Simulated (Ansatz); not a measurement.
Start from WSi$_{2}$ (space group I4/mmm, No. 139; a = 3.211 Å, c = 7.805 Å; relaxed with 0.1 eV smearing). Axes: x, y, z lie along a, b, c of the conventional cell.

Computed with r2SCAN/PAW in Ansatz (a first-principles code), scalar-relativistic without spin-orbit coupling.

For the base:

```
Item                             Value
-----------------------------  -------
Shortest interatomic distance  2.578 Å
```

One thing is altered: uniaxial stress, 0.5 GPa compression along z, with the cell and atoms free to relax against it.

How does this affect the shortest interatomic distance?

The shortest interatomic distance decreases by 0.002 Å to 2.576 Å.

What does the calculation give for the strain response after the change?

The strain response (xx, yy, zz) comes out as (+0.02, +0.02, −0.09) %.

How does this affect the energy relative to the base?

The energy is nearly the same.

Beyond what the load breaks, stability against distortions was not tested. All final runs are without spin polarisation.
